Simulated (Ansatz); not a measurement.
**InBi (model structure, started from the beta GaS type, P6₃/mmc, No. 194, 8 atoms in the cell)**

Computed with PBEsol (Ansatz, a program for electronic structure, PAW).

Settings: plane-wave cutoff 500 eV, 18×18×4 k mesh (along the axes of the cell as run), Fermi–Dirac smearing 0.1 eV, scalar-relativistic PAW data made under PBE.

Cell (relaxed at this level):

```xyz
8
Lattice="4.0612 0.0000 0.0000 -2.0306 3.5171 0.0000 0.0000 0.0000 18.1123" Properties=species:S:1:pos:R:3 pbc="T T T"
In     0.0000     2.3447     3.1206
In     2.0306     1.1724    12.1767
In     2.0306     1.1724    14.9917
In     0.0000     2.3447     5.9355
Bi     0.0000     2.3447    10.2748
Bi     2.0306     1.1724     1.2187
Bi     2.0306     1.1724     7.8374
Bi     0.0000     2.3447    16.8936
```

| Property | Result |
|---|---|
| band gap | zero (no gap) |

Note: the relaxation could raise the start's symmetry but not lower it, so the cell can be a saddle point.

Spin–orbit coupling is not included; it can shift volumes and moduli of such heavy elements.

Computed values are for the static lattice.

Computing time: around 50 core-minutes (rough).

A model structure was made by putting elements into a prototype or built by hand; it is no filed structure, need not be a known phase, and can be a saddle point held by its symmetry.
